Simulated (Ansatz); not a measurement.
Adsorption energy and surface dipole of Br on the (100) surface of germanium (p(2x2) alternately buckled dimers; a constructed slab, bottom: dihydride, held), one in a cell of 66 Å², started at the site 'top Ge', worked from the runs' numbers; total energies count from the potentials' own zero.

Level of theory: r2SCAN, at the PBE geometry (plane waves to 500 eV, PAW; Ansatz, an electronic-structure program).

Set-up: 41 atoms, 11.3 Å thick at the start with caps and adatoms under the adsorbate (thin: gaps and levels are the slab's own); mesh 3x3x1; 0.01 eV smearing; dipole correction on; single point; on the structure that PBE left under its start's symmetry; spin-polarised, ending with about 1.0 μB a cell; orders that need a larger cell were not tried, no spin-orbit, no U, no dispersion correction. The program's check for a lower electronic state was not made. At the end it is bonded to Ge. In PBE this state lies 0.09 eV over the lowest of the starts that converged ('hollow Ge-Ge-Ge-Ge over Ge at depth 3.2 Å').

```tsv
quantity	value
slab with the adsorbate	-140607.604 eV
clean slab, same cell and mesh	-137813.183 eV
reference, ½ Br2(g)	-2792.677 eV
area of the cell	66.36 Å²
change of the step from the bottom to the top vacuum level	0.663 eV
```

What is the adsorption energy against this reference?

E(slab + adsorbate) − E(slab) − E(reference) = -1.74 eV, so in this state the adsorbate is more stable than in the reference, at a coverage of 1.51 a nm².

What dipole does adsorption add to the slab along the outward normal (Helmholtz relation, ε₀ = 0.005526 e/(V·Å))?

p = −ε₀·A·ΔV = -0.243 e·Å = -1.17 D; its negative end points to the vacuum, which raises the vacuum level.
